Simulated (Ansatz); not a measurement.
Input and output of a self-consistent single point for MgNiF₆ (R-3, 8 atoms in the cell) (Ansatz, a first-principles code)

Method: LDA (PW92), default PAW files made with PBE (plane waves; Ansatz).

Input:

Ansatz 0.2 input:
```yaml
crystal:
  lattice:
    - [2.413482, 1.393424, 4.378865]
    - [-2.413482, 1.393424, 4.378865]
    - [0.000000, -2.786849, 4.378865]
  atoms:
    - { symbol: Mg, position: [0.500000, 0.500000, 0.500000] }
    - { symbol: Ni, position: [0.000000, 0.000000, 0.000000] }
    - { symbol: F, position: [0.372970, 0.769367, 0.094150] }
    - { symbol: F, position: [0.627030, 0.230633, 0.905850] }
    - { symbol: F, position: [0.094150, 0.372970, 0.769367] }
    - { symbol: F, position: [0.905850, 0.627030, 0.230633] }
    - { symbol: F, position: [0.769367, 0.094150, 0.372970] }
    - { symbol: F, position: [0.230633, 0.905850, 0.627030] }
basis:
  ecutwfc: 420.0
kpoints:
  mp_grid: { grid: [7, 7, 7] }
hamiltonian:
  xc: lda
  pseudopotentials: { kind: paw }
scf:
  occupations: { method: gaussian, width: 0.1 }
output:
  forces: true
  eigenvalues: true
  stress: true
```

Log, with long lists cut:

```
WARN ansatz: RAYON_NUM_THREADS=1 ignored (pool sized by the plan → 1); use --threads N
Pseudopotentials: kind: paw
Pseudopotential: Mg, paw, valence charge 10
Pseudopotential: Ni, paw, valence charge 18
Pseudopotential: F, paw, valence charge 7
Crystal: 8 atoms, lattice volume = 88.357 Å³
Basis set: ecut = 420 eV, 1707 PW (Γ)
Bands: 43, of which v1, the nominal top of the filled ones, is band 35 counted from 1 (34 counted from 0)
Symmetry: 6 space group operations
Space group: R-3 (ITA 148), of the structure as read, at distance tolerance 4.5e-5 Å
k-points: 60 of 343
PAW frozen core: Mg, regenerated for the run's functional, and the local potential with it
PAW frozen core: Ni, regenerated for the run's functional, and the local potential with it
PAW frozen core: F, regenerated for the run's functional, and the local potential with it
Initial density: superposition of atomic densities (neutral atoms: chi_scale 0, normalization atom), corrected by the library's trained network
Initial wavefunctions: pseudopotential atomic-orbital guess
Eigensolver: davidson
Functional: x = slater, c = lda
SCF iter   1: F=—  HF=-12438.533102 eV  |F-HF|=—  |Δ(HF+E_count)|=         —  Δρ=2.28e-2  dr2=3.00e-1  ethr=1.77e-3  ⟨swp⟩=6.0  Hψ=10316  notcnv=0  defer=29
all-band conjugate gradients solve this SCF's bands
preconditioner: auto → Resta (q_TF=auto, 2.624 Å⁻¹)
SCF iter   2: F=—  HF=-12438.441106 eV  |F-HF|=—  |Δ(HF+E_count)|=   9.20e-2  Δρ=1.08e-2  dr2=6.38e-2  ethr=4.29e-4  ⟨swp⟩=2.0  Hψ=4784  notcnv=0  defer=154
SCF iter   3: F=—  HF=-12438.445869 eV  |F-HF|=—  |Δ(HF+E_count)|=   4.76e-3  Δρ=1.30e-2  dr2=1.05e-1  ethr=9.12e-5  ⟨swp⟩=2.0  Hψ=4647  notcnv=0  defer=154
SCF iter   4: F=—  HF=-12438.432389 eV  |F-HF|=—  |Δ(HF+E_count)|=   1.35e-2  Δρ=2.82e-3  dr2=3.58e-3  ethr=9.12e-5  ⟨swp⟩=2.0  Hψ=3360  notcnv=0  defer=154
SCF iter   5: F=—  HF=-12438.431704 eV  |F-HF|=—  |Δ(HF+E_count)|=   6.85e-4  Δρ=5.29e-4  dr2=1.48e-4  ethr=5.12e-6  ⟨swp⟩=2.0  Hψ=3954  notcnv=0  defer=154
SCF iter   6: F=—  HF=-12438.431698 eV  |F-HF|=—  |Δ(HF+E_count)|=   5.91e-6  Δρ=7.58e-5  dr2=4.29e-6  ethr=2.11e-7  ⟨swp⟩=2.1  Hψ=4403  notcnv=0  defer=154
SCF iter   7: F=—  HF=-12438.431701 eV  |F-HF|=—  |Δ(HF+E_count)|=   3.07e-6  Δρ=8.15e-5  dr2=3.98e-6  ethr=6.13e-9  ⟨swp⟩=2.0  Hψ=4526  notcnv=0  defer=154
SCF iter   8: F=-12438.431701 eV  HF=-12438.431701 eV  |F-HF|=3.48e-8  |Δ(HF+E_count)|=   4.46e-7  Δρ=8.96e-6  dr2=4.75e-8  ethr=1.43e-10  ⟨swp⟩=10.2  Hψ=11797  notcnv=0
SCF 1 converged in 8 iterations: F = -12438.431701 eV  dr2 = 4.75e-8
SCF converged after 8 iterations
Free energy (F): -12438.431701 eV
Harris-Foulkes:  -12438.431701 eV  (|F-HF|=3.48e-8)
Internal energy: -12438.431701 eV  (E = F + TS)
E sigma→0 (E₀):  -12438.431701 eV
Fermi energy:    2.812846 eV
--- Per-component energies (eV) ---
  E_band       = -1167.022433
  E_kinetic    = 1576.615011
  E_local      = -10362.752916  (includes V_loc(G=0)·N_el)
  E_nonlocal   = 1174.344165
  E_hartree    = 4059.477303
  E_xc         = -577.828081
  E_vxc        = -748.124362  (∫ρ·V_xc dr)
  E_paw        = -2942.821692  (= ΣΔE_a)
  E_vpaw       = -926.063365  (= ΣTr[D̂ρ^β])
  E_aug_tail   = 0.013238  (compensation charges beyond the density's cutoff)
  E_ewald      = -5366.742838
  E_core_change = 1.264110  (= ΣΔE_core)
  E_smearing   = -0.000000  (= −TS)
  E_closure    = -0.000000  (closes the sum)
  Σ components = -12438.431701   (vs F -12438.431701, Δ=0.00e0)
--- Forces (eV/Å), atoms counted from 1 ---
  atom   1  Mg     0.00000000    -0.00000000     0.00000000
  atom   2  Ni     0.00000000     0.00000000     0.00000000
  atom   3  F     -0.34758961    -0.07673135    -0.17647875
  atom   4  F      0.34758961     0.07673135     0.17647875
  atom   5  F      0.24024611    -0.26265575    -0.17647876
  atom   6  F     -0.24024611     0.26265575     0.17647876
  atom   7  F      0.10734350     0.33938712    -0.17647874
  atom   8  F     -0.10734350    -0.33938712     0.17647874
  max |Σ_I F_I| component: 5.55e-17 eV/Å
--- Stress (GPa, compression-positive) ---
       -6.502218      -0.000006      -0.000000
        0.000006      -6.502218       0.000000
        0.000000       0.000000      -7.013484
  P = ⅓ Tr σ = -6.6726 GPa (-66.726 kbar)
  The stress holds the Pulay correction. Without it, at fixed plane waves, as pw.x and ABINIT print it: P = -7.8870 GPa
--- Band table (eV; the first three rows and the last of 60) ---
  k-point 0: bands = ["-101.3582", "-68.7824", "-62.1367", "-62.1087", "-62.1087", "-36.2303", "-36.2303", "-36.2164", "-19.3865", "-18.3018", "-18.2542", "-18.2542", "-18.2130", "-18.2130", "-3.4258", "-2.9368", "-2.9368", "-2.1412", "-1.9773", [...]
  k-point 1: bands = ["-101.3582", "-68.7824", "-62.1367", "-62.1087", "-62.1087", "-36.2304", "-36.2304", "-36.2164", "-19.3392", "-18.3093", "-18.2748", "-18.2642", "-18.2358", "-18.2104", "-3.3708", "-2.9776", "-2.9451", "-2.1926", "-2.0591", [...]
  k-point 2: bands = ["-101.3582", "-68.7824", "-62.1367", "-62.1087", "-62.1087", "-36.2305", "-36.2304", "-36.2164", "-19.2116", "-18.4200", "-18.2816", "-18.2783", "-18.2543", "-18.2127", "-3.2354", "-3.0582", "-2.9754", "-2.2671", "-2.0811", [...]
  k-point 59: bands = ["-101.3582", "-68.7824", "-62.1367", "-62.1087", "-62.1087", "-36.2304", "-36.2304", "-36.2165", "-19.0608", "-18.6301", "-18.2927", "-18.2719", "-18.2218", "-18.2057", "-3.2029", "-3.1179", "-2.8069", "-2.0195", "-1.8310", [...]
```

The run converged in 8 iterations.

The starting cell comes from a database of computed structures (which also holds hypothetical and non-ambient phases and stackings), without a prior relaxation at this level. Its lattice was rescaled by up to half a per cent. With a pressure of about -7 GPa the cell is away from its equilibrium volume at this level. Ansatz's pressure includes its estimate of the finite-basis (Pulay) stress. Without the estimate this run gives -7.89 GPa.
